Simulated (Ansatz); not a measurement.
**ZnSnN2: response to strain**

The reference is ZnSnN2 (space group Pna2_1, No. 33).

```yaml
crystal:
  lattice:
    - [5.83359, 0.00000, 0.00000]
    - [0.00000, 6.71310, 0.00000]
    - [0.00000, 0.00000, 5.46672]
  atoms:
    - { symbol: Zn, position: [0.58300, 0.87494, 0.99907] }
    - { symbol: Zn, position: [0.41700, 0.12506, 0.49907] }
    - { symbol: Zn, position: [0.91700, 0.37494, 0.49907] }
    - { symbol: Zn, position: [0.08300, 0.62506, 0.99907] }
    - { symbol: Sn, position: [0.58841, 0.37513, 0.99934] }
    - { symbol: Sn, position: [0.41159, 0.62487, 0.49934] }
    - { symbol: Sn, position: [0.91159, 0.87513, 0.49934] }
    - { symbol: Sn, position: [0.08841, 0.12487, 0.99934] }
    - { symbol: N, position: [0.58341, 0.37311, 0.37942] }
    - { symbol: N, position: [0.41659, 0.62689, 0.87942] }
    - { symbol: N, position: [0.91659, 0.87311, 0.87942] }
    - { symbol: N, position: [0.08341, 0.12689, 0.37942] }
    - { symbol: N, position: [0.57885, 0.87697, 0.37217] }
    - { symbol: N, position: [0.42115, 0.12303, 0.87217] }
    - { symbol: N, position: [0.92115, 0.37697, 0.87217] }
    - { symbol: N, position: [0.07885, 0.62303, 0.37217] }
```

Cartesian axes are those of the cell as printed.

Strains are applied to the cell and any free atomic positions relax; under biaxial strain the out-of-plane vector relaxes too; under stress the whole cell relaxes.

The values are results of PBEsol in Ansatz (plane waves to 420 eV, PAW, spin-orbit coupling left out), not measurements.

Notes on the quantities. pressure: mean of the normal stresses, compression positive.

```csv
case,pressure,volume per atom,band gap
base,0.00 GPa,13.38 Å³,0.15 eV
"biaxial strain −0.73 %, plane normal [001], relaxed out of plane",1.48 GPa,13.25 Å³,0.14 eV
"biaxial strain +0.57 %, plane normal [001], relaxed out of plane",-1.11 GPa,13.48 Å³,0.16 eV
uniaxial strain ε_zz = +2.82 %,-3.9 GPa,13.76 Å³,zero
"uniaxial stress, 5 GPa tension along z",–,13.53 Å³,zero
```

Beyond what the load breaks, stability against distortions was not tested. All final runs are without spin polarisation. Gaps under 0.05 eV, about the width of the smearing, are given as zero. A zero or small gap of ZnSnN2 can be the functional's error rather than a property of the material.

Ansatz is a program for electronic structure.
